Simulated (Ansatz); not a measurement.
A periodic model of amorphous Zr$_{20}$O$_{43}$B$_{2}$:

```xyz
65
Lattice="9.5259 -0.3469 -0.1984 -0.3469 9.2663 0.1773 -0.1984 0.1773 9.2220" Properties=species:S:1:pos:R:3 pbc="T T T"
Zr     0.1010     6.8908     9.1935
Zr    -0.0540     3.7128     2.2431
Zr     4.6024     4.8334     5.3070
Zr     8.2849     2.3802     4.8600
Zr     6.9081     8.8014     7.7234
Zr     4.7085     7.6878     4.0815
Zr     5.5669     4.3836     9.1149
Zr     7.8318     6.2412     2.8807
Zr     7.6746     0.2628     1.4717
Zr     4.9526     1.8233     2.6719
Zr     0.5310     1.5607     8.7016
Zr     0.2534     8.3803     6.2763
Zr     2.2596     1.9915     4.9226
Zr     1.4003     4.5116     7.3759
Zr     2.9182     6.0758     1.8814
Zr     3.8044     1.6092     8.7659
Zr     5.3383     1.7197     6.0089
Zr     7.9125     5.3825     5.8868
Zr     3.6487     7.2775     7.7580
Zr     1.2792     9.1595     2.5713
O     -0.3764     8.7304     8.5170
O      7.2543     0.9755     5.9849
O      6.1145     7.6907     2.4753
O      2.1479     2.8721     8.3437
O      1.1178     9.2904     4.6466
O      9.1918     3.6864     6.0966
O     -0.1107     3.8284     8.9680
O      3.9884     6.9004     5.7768
O      4.8258     9.0351     7.6642
O      2.5544     4.1541     5.8063
O      8.9039     5.4149     1.3077
O      6.3242     6.0402     4.6104
O      4.7010     5.3439     7.5458
O      4.4625     6.9379     0.6277
O      1.9731     8.1454     7.2666
O      8.7029     8.1345     2.3528
O      0.1778     6.3045     7.1961
O      5.3254     2.6517     7.8780
O      2.0969     5.9007     8.8412
O      3.0501     7.8991     3.0540
O      6.7690     7.6723     0.2618
O      4.4685     3.1016     1.0271
O      5.3897     0.6683     1.1149
O      0.5061     2.6620     4.0216
O      6.4868     3.5755     5.5687
O      0.4770     1.3125     6.5164
O      8.2266     4.2031     3.5412
O      7.1999     1.5991     3.0066
O      2.9332     1.4634     2.9618
O      6.2468     5.5839     1.3912
O      7.5407     3.1825     0.6612
O      7.9126     1.0218     8.7507
O      1.4173     7.4007     1.4405
O      7.6196     7.4148     6.5159
O      7.4721     4.7856     8.0182
O      9.0343     6.5731     4.5642
O      1.7013     4.5227     2.1888
O      3.3773     1.4063     6.5692
O      4.0614     5.5532     3.4810
O      0.2224     1.5676     1.6217
O      5.1507     0.3745     4.3153
O      2.3595     0.4938     0.3987
O      4.3256     2.8584     4.5400
B      8.0801     3.8448     8.8296
B      5.8426     6.9694     1.1355
```

Method: PBE, scalar-relativistic without spin-orbit coupling (plane waves to 420 eV, PAW; Ansatz, a quantum-chemistry and plane-wave program).

A CHGNet melt-quench gave the starting glass, which DFT then relaxed. O atoms were pushed apart under 1.9 Å during the dynamics, to hinder bonds among them. The hot cell started wider than the set density and was brought back towards it in steps. It is the lowest in DFT energy of 2 quenches. It is a model cell: composition and starting density were chosen by hand, and all elements were melted together. No dispersion term was used. Its density started from a set value of 5.05 and ended at 5.18 g/cm³. The quench (nominally 300 K/ps over its main leg) was far faster than any real one, so the model tends to hold more defects than a real film. Values belong to this one cell and scatter from quench to quench. Volume and shape were free in the relaxation.

Bonds are counted up to Zr-Zr 3.41 Å, Zr-O 2.76 Å, Zr-B 2.63 Å, O-O 1.58 Å, O-B 1.80 Å, B-B 1.97 Å. Two cations that share two anions don't count as bonded, nor two that share one unless they lie closer than Zr-Zr 3.32 Å, Zr-B 2.56 Å, B-B 1.80 Å.

Task: Give the coordination numbers, mean bond lengths and angles.

Result: 
```json
{
 "Mean coordination of Zr by anions": "6.60 (1 with 5, 7 with 6, 11 with 7, 1 with 8)",
 "Mean coordination of O": "3.23 (2 with 2, 29 with 3, 12 with 4)",
 "Mean coordination of B by anions": "3.50 (1 with 3, 1 with 4)",
 "Mean Zr-O bond": "2.179 Å (spread 0.139 Å, 132 counted)",
 "Mean O-B bond": "1.440 Å (spread 0.058 Å, 7 counted)",
 "Bond angle at Zr": "mean 101.8°, spread 29.4°",
 "Bond angle at O": "mean 114.2°, spread 20.2°",
 "Bond angle at B": "mean 112.9°, spread 7.3°"
}
```

Task: List the pairs of like atoms that count as bonded by the rules above.

Result: There are none by these rules.
